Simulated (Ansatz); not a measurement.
Base system: GaN in the zinc blende structure (space group F-43m, No. 216; a = 4.4554 Å). Axes: x, y, z lie along the cube axes.

All numbers come from LDA, PAW, 420 eV (Ansatz, a first-principles code; no spin-orbit coupling).

For the base:

The valley order comes out as Γ 1.96 eV; X along ⟨100⟩ 3.27 eV. The shortest interatomic distance comes out as 1.929 Å.

Modification: biaxial strain −1.50 %, plane normal [001], relaxed out of plane (Cartesian); in-plane vectors clamped, the third vector and the atoms free.

Problem. What happens to the energy relative to the base?

Solution. The energy increases by 4.4 meV/atom.

Problem. What does the calculation give for the valley order after the change?

Solution. The valley order (the lowest conduction-band minima on the path, energy above the VBM, named in the base's zone) becomes Γ 1.99 eV; X along [010] 3.15 eV; X along [001] 3.38 eV (base: Γ 1.96 eV; X along ⟨100⟩ 3.27 eV).

Problem. Estimate the effect on the shortest interatomic distance.

Solution. The shortest interatomic distance drops by 0.0087 Å (1.929 Å → 1.921 Å).

Problem. Predict the new ratio −ε⊥/ε∥.

Solution. The ratio −ε⊥/ε∥ amounts to 1.08.

The levels and masses belong to the bands next to the band gap. Stability against distortions was not tested. This is not the structure that GaN has at room temperature and ambient pressure.
